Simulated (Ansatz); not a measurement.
**Thermal expansion of SiC (zinc blende, F-43m)**

Method: the quasi-harmonic free energy, LDA in Ansatz (a first-principles code); phonon mesh 7×7×7, k mesh 14×14×14. Another polymorph of this substance is known too; which is more stable was not tested here. Dynamical quadrupoles are not included in the interpolation of the phonons between the solved wave vectors. The pressure is 30 GPa. The structure is held there; whether it is the stable one at that pressure was not tested.

```tsv
T (K)	α_L (10⁻⁶/K)	C_P (J/mol/K)	bulk modulus B_T (GPa)	γ
50	0.0	0.5	334	0.08
100	0.0	4.1	334	0.11
150	0.2	9.4	334	0.21
200	0.4	14.7	334	0.33
250	0.8	19.7	333	0.44
300	1.1	24.3	333	0.52
350	1.5	28.3	333	0.58
400	1.8	31.6	332	0.62
450	2.0	34.4	332	0.65
500	2.3	36.6	331	0.68
550	2.4	38.5	330	0.70
600	2.6	40.0	330	0.71
650	2.7	41.3	329	0.72
700	2.8	42.3	329	0.73
750	2.9	43.2	328	0.74
800	3.0	44.0	327	0.74
850	3.1	44.7	327	0.75
900	3.1	45.2	326	0.75
950	3.2	45.7	325	0.76
1000	3.2	46.2	325	0.76
```

```yaml
conventional lattice constants at 300 K: a = 4.187 Å
entropy at 300 K: 15.3 J/(mol K)
adiabatic bulk modulus at 300 K: 333 GPa
bulk_modulus_without_vibrations: 338 GPa
zero_point_volume_expansion: 0.63 %
```

Zero-point expansion is included. Terms beyond the volume dependence of harmonic modes are not.

Whether this phase is the stable one at each condition was not tested.

The PAW data sets were generated under PBE and serve the other functionals too.
